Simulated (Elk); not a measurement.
Band structure of Mg (P6_3/mmc, 4 atoms in the cell).

```
CELL_PARAMETERS angstrom
      3.15713     0.00000     0.00000
     -1.57857     2.73416     0.00000
      0.00000     0.00000    10.25488
ATOMIC_POSITIONS crystal
  Mg 0.00000 0.00000 0.00000
  Mg 0.00000 0.00000 0.50000
  Mg 0.33333 0.66667 0.25000
  Mg 0.66667 0.33333 0.75000
```

Method: PBE, all-electron FP-LAPW, Elk's shipped species files, APW+lo basis with extra local orbitals (Elk).

Settings: xctype = 20; rgkmax = 7.5; stype = 0; swidth = 0.00499791 Ha; ngridk = 8 8 3; gmaxvr = 18 1/bohr; lmaxapw = 10; lmaxo = 8; nxlo = 2; lorbcnd = true; lradstp = 2; nrmtscf = 2; lmaxi = 4.

The starting cell comes from a database of computed structures (which also holds hypothetical and non-ambient phases and stackings), without a prior relaxation at this level. Its lattice was rescaled by a random factor within 2.5 % of one. Values depend on the basis (sphere radii, cutoffs, local orbitals), which need not be converged.

Levels in eV from the Fermi level, bands 17 to 24:
```tsv
point	17	18	19	20	21	22	23	24
Γ	-7.15	-5.72	-5.72	-1.80	-1.30	5.07	5.08	11.13
M	-2.25	-2.23	-1.16	-1.13	-0.57	-0.53	2.74	2.90
K	-0.69	-0.69	-0.65	0.14	0.35	0.35	1.02	1.02
A	-6.79	-6.79	-3.97	-3.97	1.49	1.49	9.13	9.13
L	-1.97	-1.97	-1.84	-1.84	0.64	0.64	1.10	1.10
H	-0.47	-0.47	-0.36	-0.36	-0.23	-0.23	1.93	1.93
```

Bands cross the Fermi level along this path, so the cell is metallic at this level.
